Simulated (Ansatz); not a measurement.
KF: strain along the normal

KF (rock salt, Fm-3m, 18.681 Å³/atom at rest) under an equal strain ε in the (001) plane with the normal axis free, as in a coherent film. PBEsol in Ansatz, a plane-wave DFT program (PAW, default set), 420 eV, 11×11×11 Γ-centred mesh, Fermi-Dirac smearing 0.05 eV; ions are relaxed within the symmetry of each cell.

Here s stands for strain and y for normal strain.

| strain (%) | normal strain (%) |
|---|---|
| -1.50 | 0.66 |
| -1.00 | 0.43 |
| -0.50 | 0.21 |
| 0.00 | 0.00 |
| 0.50 | -0.23 |
| 1.00 | -0.43 |
| 1.50 | -0.64 |
| 3.00 | ? |

Q: Using a straight line, estimate the missing y at s = 3.00 from the other rows, showing the fit.

A: Means: s 0, y 0.000. About the means, the sum of products is -3.0300 and the sum of squares of s is 7.0000; the slope is their ratio. Least squares gives y = 0.000 - 0.4329·s. Residuals (row less fit): 0.011, -0.003, -0.006, 0.000, -0.014, 0.003, 0.009; standard error 0.009 (degrees of freedom: 5). The slope, -0.43 ± 0.00, is the elastic response of the normal axis, −2C12/C11 for this plane. At the withheld row, y = 0.000 - 0.4329 × 3.0 = -1.299%. The calculation gives -1.21%, 0.089% above the prediction (4.8 % of the range of y in the table). The row lies outside the fitted rows, so this is an extrapolation. From the scatter of the fitted rows alone, a prediction at this place has a standard error of 0.015%, so the miss is 5.9 times that.

One order more, fitted to all 13 runs of the series, follows each within 0.01, so the miss is the next term of a smooth law. Rows are the converged runs of the series near zero and its far end; series whose fitted rows scatter by over a few per cent of the range, as at a crossing or softening among them, aren't shown in this form. Most that stay on the fit to the last digits aren't either.
